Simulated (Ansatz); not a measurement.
GaSb (model structure, started from the WC type, P-6m2, No. 187, 2 atoms in the cell) was calculated with PBEsol (PAW; Ansatz, an electronic-structure program).

Run with plane-wave cutoff 520 eV, 18×18×16 k mesh (along the axes of the cell as run), Fermi–Dirac smearing 0.05 eV, scalar-relativistic PAW data made under PBE.

Cell (relaxed at this level):

```xyz
2
Lattice="3.8770 0.0000 0.0000 -1.9385 3.3576 0.0000 0.0000 0.0000 3.6374" Properties=species:S:1:pos:R:3 pbc="T T T"
Ga     0.0000     0.0000     0.0000
Sb     1.9385     1.1192     1.8187
```

Q: What does this level give for the bulk modulus B0?

A: 
* **bulk modulus B0**: 47.3 GPa

The run finds no gap.

Note: the bulk modulus is −V dP/dV from two relaxed cells at ±2 % in volume; the relaxation could raise the start's symmetry but not lower it, so the cell can be a saddle point.

Spin–orbit coupling is not included; it can open a gap where bands touch, and shift volumes and moduli.

It cost roughly 2.1 core-minutes of CPU time.

A model structure was made by putting elements into a prototype or built by hand; it is no filed structure, need not be a known phase, and can be a saddle point held by its symmetry.
